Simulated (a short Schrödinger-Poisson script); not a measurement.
Structure: MOS inversion layer, SiO2 on p-type Si(100), at 300 K.

| layer | material | thickness (nm) | Na (cm⁻³) |
|---|---|---|---|
| 1 | SiO2 | 2.8 | - |
| 2 | Si | 260 | 2.8e18 |

Constants are typed, rounded textbook-type inputs, not results; the design itself was drawn at random and stands for no fabricated device. SiO2: permittivity 3.9, conduction-band edge (eV) 3.15, gap (eV) 9, electron mass (mₑ) 0.5. Si: permittivity 11.7, conduction-band edge (eV) 0, gap (eV) 1.124, Nv at 300 K (cm⁻³) 3.1e19.

Channel valleys (confinement mass, in-plane density-of-states mass, number): Δ2 0.916, 0.19, 2; Δ4 0.19, 0.417, 4. At the gate the conduction-band edge of layer 1 lies 3.24 eV − eVg above the Fermi level of the channel; the field vanishes at the back. Gaps are held at their typed values at every temperature. Mesh 0.03 nm at interfaces.

Solved with a short Schrödinger-Poisson script written for these runs: 1D Poisson equation in equilibrium, electrons quantum, Hartree (BenDaniel-Duke, 12 states a valley, the channel's in-plane mass for all, wave functions ending at the dielectric), parabolic valleys, classical holes, full ionisation, no traps, pinning or gate leakage.

The same stack at other levels of the model or other numerical settings:

```tsv
run	sheet density of all electrons at Vg = 2.3 V (cm⁻²)	sheet density of all electrons at Vg = 1.1 V (cm⁻²)	capacitance at Vg = 2.3 V (μF/cm²)	centroid of the channel electrons at Vg = 2.3 V (nm)	rough cost against the base
base	7.95e12	4.28e11	1.08	1.09	about 1
electrons treated as classical, Boltzmann	1.01e13	1.44e12	1.20	0.21	0.04
electrons treated as classical, Fermi-Dirac	9.56e12	1.37e12	1.15	0.36	0.2
mesh six times as coarse	7.95e12	4.30e11	1.08	1.08	0.3
one subband a valley	7.94e12	4.26e11	1.08	1.08	0.5
```

The classical rows ignore confinement, and Boltzmann statistics overrate the density once the band edge passes the Fermi level.
